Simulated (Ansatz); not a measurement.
Calculation: PBE (plane waves to 420 eV, PAW; Ansatz, a first-principles code).

Planar average of the electrostatic potential across the slab, in eV from the Fermi level, for a constructed model of the (110) surface of bcc Ta, p(2x2) layer of Te, one a cell, on the site that continues the host's stacking (bottom of the slab: a bare face, its two planes held):

```json
[
 {"z (Å)": "3.67", "V (eV)": "4.78"},
 {"z (Å)": "3.95", "V (eV)": "4.77"},
 {"z (Å)": "4.24", "V (eV)": "4.77"},
 {"z (Å)": "4.52", "V (eV)": "4.76"},
 {"z (Å)": "4.80", "V (eV)": "4.74"},
 {"z (Å)": "5.08", "V (eV)": "4.70"},
 {"z (Å)": "5.37", "V (eV)": "4.62"},
 {"z (Å)": "5.65", "V (eV)": "4.48"},
 {"z (Å)": "5.93", "V (eV)": "4.20"},
 {"z (Å)": "6.21", "V (eV)": "3.67"},
 {"z (Å)": "6.50", "V (eV)": "2.70"},
 {"z (Å)": "6.78", "V (eV)": "0.91"},
 {"z (Å)": "7.06", "V (eV)": "-2.49"},
 {"z (Å)": "7.34", "V (eV)": "-8.03"},
 {"z (Å)": "7.62", "V (eV)": "-14.61"},
 {"z (Å)": "7.91", "V (eV)": "-19.21"},
 {"z (Å)": "8.19", "V (eV)": "-18.34"},
 {"z (Å)": "8.47", "V (eV)": "-12.63"},
 {"z (Å)": "8.75", "V (eV)": "-6.12"},
 {"z (Å)": "9.04", "V (eV)": "-1.87"},
 {"z (Å)": "9.32", "V (eV)": "-1.69"},
 {"z (Å)": "9.60", "V (eV)": "-5.67"},
 {"z (Å)": "9.88", "V (eV)": "-12.07"},
 {"z (Å)": "10.17", "V (eV)": "-17.96"},
 {"z (Å)": "10.45", "V (eV)": "-19.13"},
 {"z (Å)": "10.73", "V (eV)": "-14.62"},
 {"z (Å)": "11.01", "V (eV)": "-7.96"},
 {"z (Å)": "11.30", "V (eV)": "-2.88"},
 {"z (Å)": "11.58", "V (eV)": "-1.42"},
 {"z (Å)": "11.86", "V (eV)": "-4.35"},
 {"z (Å)": "12.14", "V (eV)": "-10.25"},
 {"z (Å)": "12.43", "V (eV)": "-16.65"},
 {"z (Å)": "12.71", "V (eV)": "-19.34"},
 {"z (Å)": "12.99", "V (eV)": "-16.14"},
 {"z (Å)": "13.27", "V (eV)": "-9.62"},
 {"z (Å)": "13.56", "V (eV)": "-3.87"},
 {"z (Å)": "13.84", "V (eV)": "-1.19"},
 {"z (Å)": "14.12", "V (eV)": "-2.81"},
 {"z (Å)": "14.40", "V (eV)": "-7.94"},
 {"z (Å)": "14.69", "V (eV)": "-14.59"},
 {"z (Å)": "14.97", "V (eV)": "-19.05"},
 {"z (Å)": "15.25", "V (eV)": "-17.86"},
 {"z (Å)": "15.53", "V (eV)": "-11.99"},
 {"z (Å)": "15.81", "V (eV)": "-5.65"},
 {"z (Å)": "16.10", "V (eV)": "-1.74"},
 {"z (Å)": "16.38", "V (eV)": "-1.96"},
 {"z (Å)": "16.66", "V (eV)": "-6.19"},
 {"z (Å)": "16.94", "V (eV)": "-12.64"},
 {"z (Å)": "17.23", "V (eV)": "-18.23"},
 {"z (Å)": "17.51", "V (eV)": "-18.85"},
 {"z (Å)": "17.79", "V (eV)": "-14.01"},
 {"z (Å)": "18.07", "V (eV)": "-7.45"},
 {"z (Å)": "18.36", "V (eV)": "-2.79"},
 {"z (Å)": "18.64", "V (eV)": "-2.10"},
 {"z (Å)": "18.92", "V (eV)": "-5.85"},
 {"z (Å)": "19.20", "V (eV)": "-12.14"},
 {"z (Å)": "19.49", "V (eV)": "-18.01"},
 {"z (Å)": "19.77", "V (eV)": "-19.34"},
 {"z (Å)": "20.05", "V (eV)": "-15.12"},
 {"z (Å)": "20.33", "V (eV)": "-8.66"},
 {"z (Å)": "20.62", "V (eV)": "-3.31"},
 {"z (Å)": "20.90", "V (eV)": "-0.70"},
 {"z (Å)": "21.18", "V (eV)": "0.24"},
 {"z (Å)": "21.46", "V (eV)": "1.61"},
 {"z (Å)": "21.75", "V (eV)": "2.83"},
 {"z (Å)": "22.03", "V (eV)": "2.65"},
 {"z (Å)": "22.31", "V (eV)": "1.91"},
 {"z (Å)": "22.59", "V (eV)": "2.26"},
 {"z (Å)": "22.87", "V (eV)": "3.47"},
 {"z (Å)": "23.16", "V (eV)": "4.11"},
 {"z (Å)": "23.44", "V (eV)": "4.40"},
 {"z (Å)": "23.72", "V (eV)": "4.53"},
 {"z (Å)": "24.00", "V (eV)": "4.58"},
 {"z (Å)": "24.29", "V (eV)": "4.61"},
 {"z (Å)": "24.57", "V (eV)": "4.62"},
 {"z (Å)": "24.85", "V (eV)": "4.62"},
 {"z (Å)": "25.13", "V (eV)": "4.63"},
 {"z (Å)": "25.42", "V (eV)": "4.63"},
 {"z (Å)": "25.70", "V (eV)": "4.63"},
 {"z (Å)": "25.98", "V (eV)": "4.63"},
 {"z (Å)": "26.26", "V (eV)": "4.63"}
]
```

Model: 25-atom slab, 14.5 Å thick at the start, 7x7x1 mesh, Fermi-Dirac 0.1 eV, dipole correction, 8 atoms held, the rest relaxed; symmetry of the start imposed; no spin, no spin-orbit, no U. It is one candidate, not shown to be the stable structure of the face.

The vacuum level lies 4.63 eV above the Fermi level over the top face and 4.78 eV above it under the bottom face.
